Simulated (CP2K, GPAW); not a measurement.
A GPAW input for a self-consistent single point of K (Im-3m, 1 atom in the cell) (DFT PBE, plane waves, GPAW PAW datasets PBE (gpaw-data 1.0.1)):

```python
from ase import Atoms
from ase.units import GPa
from gpaw import GPAW

atoms = Atoms(['K'],
              cell=[[-2.640000, 2.640000, 2.640000],
                    [2.640000, -2.640000, 2.640000],
                    [2.640000, 2.640000, -2.640000]],
              positions=[[0.000000, 0.000000, 0.000000]],
              pbc=True)

calc = GPAW(mode={'name': 'pw', 'ecut': 550},
            xc='PBE',
            kpts=(9, 9, 9),
            occupations={'name': 'methfessel-paxton', 'width': 0.136, 'order': 0},
            nbands=-9,
            symmetry={'symmorphic': False, 'tolerance': 0.0005},
            maxiter=150,
            txt='-')

atoms.calc = calc

energy = atoms.get_potential_energy()
print('Energy (eV):', round(energy, 6))
forces = atoms.get_forces()
print('Forces (eV/Ang):')
print(forces.round(5))
stress = atoms.get_stress()
print('Stress (GPa, Voigt):', (stress / GPa).round(4))
```

Write the same calculation as an input for CP2K.

One input that does it (others would too):

```
&GLOBAL
  PROJECT run
  RUN_TYPE ENERGY_FORCE
  PRINT_LEVEL LOW
&END GLOBAL
&FORCE_EVAL
  METHOD Quickstep
  STRESS_TENSOR ANALYTICAL
  &DFT
    BASIS_SET_FILE_NAME BASIS_MOLOPT_UZH
    POTENTIAL_FILE_NAME POTENTIAL_UZH
    &QS
      METHOD GPW
      EPS_DEFAULT 1E-10
    &END QS
    &MGRID
      CUTOFF 500
      REL_CUTOFF 50
      NGRIDS 5
    &END MGRID
    &SCF
      SCF_GUESS ATOMIC
      EPS_SCF 1E-7
      MAX_SCF 100
      ADDED_MOS 4
      &DIAGONALIZATION
        ALGORITHM STANDARD
      &END DIAGONALIZATION
      &MIXING
        METHOD BROYDEN_MIXING
        ALPHA 0.2
        NBUFFER 8
      &END MIXING
      &SMEAR ON
        METHOD GAUSSIAN
        SIGMA [eV] 0.136
      &END SMEAR
    &END SCF
    &KPOINTS
      SCHEME MONKHORST-PACK 9 9 9
    &END KPOINTS
    &XC
      &XC_FUNCTIONAL PBE
      &END XC_FUNCTIONAL
    &END XC
    &PRINT
      &MO
        EIGENVALUES T
        OCCUPATION_NUMBERS T
        NDIGITS 8
        FILENAME mo
        &EACH
          QS_SCF 0
        &END EACH
        ADD_LAST NUMERIC
      &END MO
      &MULLIKEN OFF
      &END MULLIKEN
    &END PRINT
  &END DFT
  &SUBSYS
    &CELL
      ABC 4.57261400 4.57261428 4.57261440
      ALPHA_BETA_GAMMA 109.47121690 109.47122329 109.47122383
      PERIODIC XYZ
    &END CELL
    &COORD
      K        0.00000000     0.00000000     0.00000000
    &END COORD
    &KIND K
      BASIS_SET DZVP-MOLOPT-PBE-GTH-q9
      POTENTIAL GTH-PBE-q9
    &END KIND
  &END SUBSYS
  &PRINT
    &FORCES ON
    &END FORCES
    &STRESS_TENSOR ON
    &END STRESS_TENSOR
  &END PRINT
&END FORCE_EVAL
```

Basis, cutoffs, solver keys and any potentials are the target program's own. This input uses DFT PBE, GPW, DZVP-MOLOPT-PBE-GTH basis, GTH-PBE potentials (POTENTIAL_UZH). Both were run: pressure -0.03 GPa in GPAW and 0.10 in CP2K.

On GPAW: the starting cell has typed, rounded lattice constants, without a prior relaxation at this level.

On CP2K: the starting cell has typed, rounded lattice constants, without a prior relaxation at this level. Values carry the incompleteness of an atom-centred basis.
